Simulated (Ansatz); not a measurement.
**Equilibrium lattice constant a of HgO (model structure, started from the zincblende type, F-43m, No. 216, 2 atoms in the cell) at several levels of theory**

No measured value is used here.

```
level (code)          value (Å)
-------------------  ----------
PBE (Ansatz)              5.293
PBEsol (Ansatz)           5.196
PBE-D3(BJ) (Ansatz)  (withheld)
```

Some entries are withheld; supply them.


- PBE-D3(BJ) (Ansatz, an electronic-structure program), value (Å): 5.251

Density-functional levels without +SOC have no spin–orbit coupling. Ansatz's density-functional and Hartree–Fock values are scalar-relativistic unless marked +SOC, with PAW data made under PBE.

A model structure was made by putting elements into a prototype or built by hand; it is no filed structure, need not be a known phase, and can be a saddle point held by its symmetry.
